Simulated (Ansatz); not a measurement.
Start from TaS2 in the CdI2 type structure (space group P-3m1, No. 164; a = 3.331 Å, c = 5.785 Å; layered, stacked along the Cartesian z axis; relaxed with 0.1 eV smearing). Axes: x lies along a and z along c of the hexagonal cell.

All numbers come from PBE-D3(BJ) (Ansatz, a quantum-chemistry and plane-wave program, PAW, spin-orbit coupling left out).

Modification: biaxial strain −1.26 %, plane normal [001], relaxed out of plane (Cartesian); in-plane vectors clamped, the third vector and the atoms free.

Task: What happens to the in-plane stress and out-of-plane strain?

Result: The mean in-plane stress (compression positive) amounts to +2.7 GPa; the out-of-plane strain comes out as +0.50 %.

No phonon test of stability was made. The final runs are not spin-polarised. An odd electron count without spin: TaS2.
